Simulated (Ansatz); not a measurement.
Surface energy of faces of fcc Ir in PBE and in r2SCAN, in Ansatz (plane waves, PAW). Symmetric slabs relaxed with PBE from ideal cuts in 1x1 cells (the lowest computed cut and spin start of each face; real faces may reconstruct in larger cells); r2SCAN values are single points on them, with the bulk at the same level. No spin-orbit coupling, no U.

| face | PBE (J/m²) | r2SCAN (J/m²) |
|---|---|---|
| (100) | 2.84 | 3.13 |
| (110) | 2.86 | ? |
| (111) | 2.29 | 2.56 |
| (210) | 3.06 | 3.32 |
| (211) | 2.74 | 3.01 |
| (221) | 2.62 | 2.88 |
| (310) | 3.04 | 3.31 |
| (311) | 2.88 | 3.15 |
| (320) | 2.98 | 3.24 |

Q: Fit a straight line y = a·x + b by least squares to the 8 complete rows (x: PBE (J/m²); y: r2SCAN (J/m²)).

A: the means are x̄ = 2.8062 and ȳ = 3.0750; Σ(x − x̄)² = 0.46139 and Σ(x − x̄)(y − ȳ) = 0.45965, so a = 0.996 and b = ȳ − a·x̄ = 0.279. The largest residual is 0.021.

Q: What does the line predict for the withheld row, (110), and what did the calculation give?

A: the line gives 3.13; the calculation gave 3.11, a miss of -0.02, of the size of the fitted rows' scatter and rounding.

Ansatz is a first-principles code.
